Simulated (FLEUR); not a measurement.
# Tetragonal strain at fixed volume: antifluorite Be2C (space group 225) (FLEUR, LDA)

```
CELL_PARAMETERS angstrom
      0.00000     2.08426     2.24873
      2.08426     0.00000     2.24873
      2.08426     2.08426     0.00000
ATOMIC_POSITIONS crystal
  Be 0.25000 0.25000 0.25000
  Be 0.75000 0.75000 0.75000
  C  0.00000 0.00000 0.00000
```

Method of the run: FLEUR with LDA (Perdew-Zunger), all-electron FLAPW (FLEUR), scalar-relativistic valence. Settings: Kmax = 4.1 1/bohr; GmaxXC = 12.3 1/bohr; xcFunctional = pz; jspins = 1; l_soc = F; mode = hist; fermiSmearingEnergy = 0.00036749 Htr; mesh (inpgen div1-3) = 16 16 16; inpgen gamma flag = true; Gmax = 12.3 1/bohr; numbands = 0; maxIterBroyd = 15; imix = Anderson; alpha = 0.05; precondParam = 0; minDistance = 1e-05 me/bohr^3. The cell above is the first row's. The rows deform the cubic crystal at fixed volume: two cube axes by 1 + δ, the third by (1 + δ)⁻². E is the free energy at the stated smearing above the cubic cell, and y = E/δ². In all rows fractional positions and the k mesh are held.

| δ (%) | y (meV/atom per %²) |
|---|---|
| -2.5 | ? |
| -2.0 | 7.313 |
| -1.5 | 7.262 |
| -1.0 | 7.244 |
| 1.0 | 6.993 |
| 1.5 | 6.943 |
| 2.0 | 6.898 |
| 2.5 | 6.846 |

**Question.** Fit y against δ with a straight line, and predict the withheld value at δ = -2.5.

**Answer.** Means: δ 0.35714, y 7.0713. About the means, the sum of products is -2.1227 and the sum of squares of δ is 19.857; the slope is their ratio. Least squares gives y = 7.1095 - 0.10690·δ. Residuals (row less fit): -0.0103, -0.0079, 0.0276, -0.0096, -0.0061, 0.0023, 0.0038; standard error 0.0147 (degrees of freedom: 5). To second order E = 3(C11 - C12)·V·δ², so the intercept gives, with V = 6.513 Å^3/atom and δ in per cent, C11 - C12 = 7.1095 × 10⁴ × 0.160218 / (3 × 6.513) = 583 GPa. The slope measures the third-order term; a fourth-order term enters the intercept as a small bias. At the withheld row, y = 7.1095 - 0.10690 × (-2.5) = 7.3767 meV/atom per %². The calculation gives 7.371 meV/atom per %², 0.0057 meV/atom per %² below the prediction (1.1 % of the range of y in the table). The row lies outside the fitted rows, so this is an extrapolation. From the scatter of the fitted rows alone, a prediction at this place has a standard error of 0.0183 meV/atom per %², so the miss is 0.3 times that.

Carrying the step between the two nearest rows on in a straight line would have given 7.364, off by 0.007; series whose last step already gives the withheld value aren't shown. The reference cell has the volume at which an earlier scan in this program and functional put its minimum by a fit (its basis settings may differ). The runs keep the symmetry of the cell, so they don't test it for distortions. Values depend on the basis (sphere radii, cutoffs, local orbitals), which need not be converged. Cutoffs and mesh are single choices, not tested for convergence of this quantity. Series with a scatter that would blur these digits, or in which a gap closes, are not shown. Strain series were run only where this level's volume lies within 10 % of a first guess from the measured size.
